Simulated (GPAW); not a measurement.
Worked example: self-consistent single point of ScCd₃ (P6_3/mmc, 8 atoms in the cell) in GPAW

Method of the run: LDA (Perdew-Wang 92), GPAW PAW datasets LDA (gpaw-data 1.0.1) (plane waves; GPAW).

Input as run:

```python
from ase import Atoms
from ase.units import GPa
from gpaw import GPAW, PW

atoms = Atoms(['Sc', 'Sc', 'Cd', 'Cd', 'Cd', 'Cd', 'Cd', 'Cd'],
              cell=[[6.354170, 0.000000, 0.000000],
                    [-3.177085, 5.502873, 0.000000],
                    [0.000000, 0.000000, 4.847500]],
              positions=[[-0.000003, 3.668584, 1.211875],
                         [3.177088, 1.834289, 3.635625],
                         [3.177085, 3.677020, 1.211875],
                         [-0.000000, 1.825853, 3.635625],
                         [-1.595850, 4.589946, 3.635625],
                         [4.772935, 0.912927, 1.211875],
                         [1.581235, 0.912927, 1.211875],
                         [1.595850, 4.589946, 3.635625]],
              pbc=True)

calc = GPAW(mode=PW(800),
            xc='LDA',
            kpts={'size': (4, 4, 5), 'gamma': True},
            occupations={'name': 'methfessel-paxton', 'width': 0.1, 'order': 0},
            nbands=-14,
            convergence={'density': 1e-05, 'energy': 1e-05},
            symmetry={'symmorphic': False, 'tolerance': 0.0005},
            maxiter=120)

atoms.calc = calc

energy = atoms.get_potential_energy()
print('Energy (eV):', round(energy, 6))
forces = atoms.get_forces()
print('Forces (eV/Ang):')
print(forces.round(5))
stress = atoms.get_stress()
print('Stress (GPa, Voigt):', (stress / GPa).round(4))
```

The program printed (abridged):

```
Input parameters:
  convergence: {density: 1e-05,
                energy: 1e-05}
  kpts: {gamma: True,
         size: (4, 4, 5)}
  maxiter: 120
  mode: {ecut: 800.0,
         name: pw}
  nbands: -14
  occupations: {name: methfessel-paxton,
                order: 0,
                width: 0.1}
  symmetry: {symmorphic: False,
             tolerance: 0.0005}

species:
  Sc:
    name: Scandium
    Z: 21.0
    valence: 11
    core: 10
    charge: 0.0
    file: Sc.LDA.gz

    # Using partial waves for Sc as LCAO basis

  Cd:
    name: Cadmium
    Z: 48.0
    valence: 12
    core: 36
    charge: 0.0
    file: Cd.LDA.gz

    # Using partial waves for Cd as LCAO basis

Reference energy: -953699.056336  # eV

Spin-paired calculation

Convergence criteria:
 Maximum [total energy] change in last 3 cyles: 1e-05 eV / valence electron
 Maximum integral of absolute [dens]ity change: 1e-05 electrons / valence electron
 Maximum integral of absolute [eigenst]ate change: 4e-08 eV^2 / valence electron
 Maximum number of scf [iter]ations: 120

Symmetries present (total): 24
Symmetries with fractional translations: 12
80 k-points: 4 x 4 x 5 Monkhorst-Pack grid + [1/8,1/8,0.000000]
12 k-points in the irreducible part of the Brillouin zone
       k-points in crystal coordinates                weights
   0:     0.00000000    0.00000000    0.00000000          1/80
   1:     0.00000000    0.00000000    0.20000000          2/80
   2:     0.00000000    0.00000000    0.40000000          2/80
   [... 7 lines left out ...]
          ...
  11:     0.50000000    0.50000000    0.40000000          6/80

Wave functions: Plane wave expansion
  Cutoff energy: 800.000 eV
  Number of coefficients (min, max): 8693, 8724
  Pulay-stress correction: 0.000000 eV/Ang^3 (de/decut=0.000000)

Occupation numbers: Methfessel-Paxton:
  width: 0.1000  # eV
  order: 0

Eigensolver

Densities:
  Coarse grid: 42*42*32 grid
  Fine grid: 84*84*64 grid
  Total Charge: 0.000000

Density mixing:
  Method: separate
  Backend: pulay
  Linear mixing parameter: 0.05
  old densities: 5
  Damping of long wavelength oscillations: 50

Hamiltonian:
  XC and Coulomb potentials evaluated on a 84*84*64 grid
  External potential:
    NoExternalPotential

Number of atoms: 8
Number of atomic orbitals: 80
Number of bands in calculation: 61
Number of valence electrons: 94
Bands to converge: occupied

Density initialized from atomic densities
  61 bands from LCAO basis set

Atomic positions and initial magnetic moments

Positions:
   0 Sc    -0.000003    3.668584    1.211875    ( 0.0000,  0.0000,  0.0000)
   1 Sc     3.177088    1.834289    3.635625    ( 0.0000,  0.0000,  0.0000)
   2 Cd     3.177085    3.677020    1.211875    ( 0.0000,  0.0000,  0.0000)
   3 Cd    -0.000000    1.825853    3.635625    ( 0.0000,  0.0000,  0.0000)
   4 Cd    -1.595850    4.589946    3.635625    ( 0.0000,  0.0000,  0.0000)
   5 Cd     4.772935    0.912927    1.211875    ( 0.0000,  0.0000,  0.0000)
   6 Cd     1.581235    0.912927    1.211875    ( 0.0000,  0.0000,  0.0000)
   7 Cd     1.595850    4.589946    3.635625    ( 0.0000,  0.0000,  0.0000)

Unit cell:
           periodic     x           y           z      points  spacing
  1. axis:    yes    6.354170    0.000000    0.000000    42     0.1310
  2. axis:    yes   -3.177085    5.502873    0.000000    42     0.1310
  3. axis:    yes    0.000000    0.000000    4.847500    32     0.1515

  Lengths:   6.354170   6.354170   4.847500
  Angles:   90.000000  90.000000 119.999998

Effective grid spacing dv^(1/3) = 0.1443

     iter     time        total  log10-change:
                         energy   eigst   dens
iter:   1 --:--:--   -23.983155
iter:   2 --:--:--   -23.769280   -0.44  -1.44
iter:   3 --:--:--   -22.971355   -0.86  -1.47
iter:   4 --:--:--   -22.939238   -1.47  -1.65
iter:   5 --:--:--   -22.955621   -1.64  -1.77
iter:   6 --:--:--   -22.924293   -2.47  -2.16
iter:   7 --:--:--   -22.830676   -2.23  -2.21
iter:   8 --:--:--   -22.838578   -3.08  -2.83
iter:   9 --:--:--   -22.832698   -4.07  -2.64
iter:  10 --:--:--   -22.827964   -3.83  -2.82
iter:  11 --:--:--   -22.826461   -4.02  -3.13
iter:  12 --:--:--   -22.826463   -4.91  -3.73
iter:  13 --:--:--   -22.826450c  -5.72  -3.70
iter:  14 --:--:--   -22.826443c  -6.22  -3.71
iter:  15 --:--:--   -22.826442c  -6.38  -3.73
iter:  16 --:--:--   -22.826441c  -6.31  -3.78
iter:  17 --:--:--   -22.826446c  -6.27  -4.08
iter:  18 --:--:--   -22.826440c  -6.56  -4.26
iter:  19 --:--:--   -22.826439c  -7.31  -4.35
iter:  20 --:--:--   -22.826441c  -7.00  -4.41
iter:  21 --:--:--   -22.826441c  -8.09c -4.74
iter:  22 --:--:--   -22.826442c  -8.19c -4.80
iter:  23 --:--:--   -22.826443c  -8.23c -4.88
iter:  24 --:--:--   -22.826442c  -8.05c -4.92
iter:  25 --:--:--   -22.826442c  -8.89c -5.00
iter:  26 --:--:--   -22.826441c  -8.20c -5.01c

Converged after 26 iterations.

Dipole moment: (0.000000, -0.000000, -0.000000) |e|*Ang

Energy contributions relative to reference atoms: (reference = -953699.056336)

Kinetic:         +0.481586
Potential:       +6.675180
External:        +0.000000
XC:             -31.000166
Entropy (-ST):   -0.039213
Local:           +1.036565
SIC:             +0.000000
--------------------------
Free energy:    -22.846047
Extrapolated:   -22.826441

Showing only first 2 kpts
 Kpt  Band  Eigenvalues  Occupancy
  0    45      5.90811    2.00000
  0    46      8.01768    0.00000
  0    47      8.01770    0.00000
  0    48      8.04227    0.00000

  1    45      5.66801    2.00000
  1    46      7.42806    0.03398
  1    47      7.42809    0.03394
  1    48      7.52861    0.00040

Fermi level: 7.27813

No gap
No difference between direct/indirect transitions
Energy (eV): -22.826441

Forces in eV/Ang:
  0 Sc    0.00000    0.00000    0.00000
  1 Sc    0.00000   -0.00000    0.00000
  2 Cd    0.00000   -0.03285   -0.00000
  3 Cd    0.00000    0.03285   -0.00000
  4 Cd    0.02845   -0.01643    0.00000
  5 Cd   -0.02845    0.01643    0.00000
  6 Cd    0.02845    0.01643   -0.00000
  7 Cd   -0.02845   -0.01643    0.00000

Stress tensor:
     0.035993    -0.000000     0.000000
    -0.000000     0.035993     0.000000
     0.000000     0.000000     0.037600
Stress (GPa, Voigt): [ 5.7668  5.7668  6.0242  0.      0.     -0.    ]
```

The run converged in 26 iterations. GPAW prints stress with tension positive.

The starting cell comes from a database of computed structures (which also holds hypothetical and non-ambient phases and stackings), without a prior relaxation at this level. With a pressure of about -6 GPa the cell is away from its equilibrium volume at this level.

Cost on one core of a shared machine: roughly 2 min.
